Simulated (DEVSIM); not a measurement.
## abrupt Si p-n junction

System: abrupt Si p-n junction, at 400 K.

| layer (left to right) | material | thickness (μm) | Nd (cm⁻³) | Na (cm⁻³) | τn (s) | τp (s) |
|---|---|---|---|---|---|---|
| 1 | Si | 43.0 | - | 2.7e16 | 5.2e-7 | 5.2e-7 |
| 2 | Si | 2.40 | 6.4e16 | - | 5.2e-7 | 5.2e-7 |

Left contact: ohmic. Right contact: ohmic. Voltage is applied to the left contact. Recombination: SRH at mid-gap. Mobility is constant in doping.

This is a model device: material constants are rounded textbook-type values typed into the input, and sizes, dopings and lifetimes were drawn at random. Values at 300 K; Nc and Nv go as T^1.5, mobilities as T to minus their exponent, the gap by Varshni's rule with the affinity fixed.

```csv
parameter,Si
gap (eV),1.124
affinity (eV),4.05
permittivity,11.7
Nc (cm⁻³),2.86e19
Nv (cm⁻³),3.1e19
μn (cm²/Vs),1417
μp (cm²/Vs),470
T exponent of μn,2.3
T exponent of μp,2.2
Varshni α (eV/K),0.000473
Varshni β (K),636
```

Model (solved in DEVSIM): 1D drift-diffusion, Boltzmann statistics, complete ionisation; no tunnelling, impact ionisation, image-force lowering or self-heating.

* **Potential step across the device at zero bias**: 0.613 V
* **Largest field in the device at zero bias**: 57000 V/cm
* **Dark forward voltage at 1 A/cm²**: 0.427 V
* **Dark forward voltage at 100 A/cm²**: 0.732 V

Dark forward current:

(V (V), J (A/cm²)): (0.05, 1.8e-5); (0.10, 8.7e-5); (0.15, 0.00037); (0.20, 0.0016); (0.30, 0.028); (0.35, 0.12); (0.40, 0.48); (0.45, 1.8); (0.50, 5.8); (0.55, 14); (0.60, 29); (0.70, 78); (0.75, 110); (0.80, 160); (0.85, 210); (0.90, 280); (0.95, 350); (1.05, 520); (1.10, 620); (1.15, 740); (1.20, 860); (1.25, 990); (1.30, 1100); (1.35, 1300); (1.45, 1600); (1.50, 1800); (1.55, 2000); (1.60, 2200)

Small-signal capacitance in reverse bias (quasi-static):

| V (V) | C (nF/cm²) |
|---|---|
| -0.4 | 40.8 |
| -1 | 31.9 |
| -2 | 24.9 |
| -3 | 21.1 |
| -4 | 18.6 |
| -6 | 15.5 |
| -8 | 13.6 |
| -10 | 12.2 |
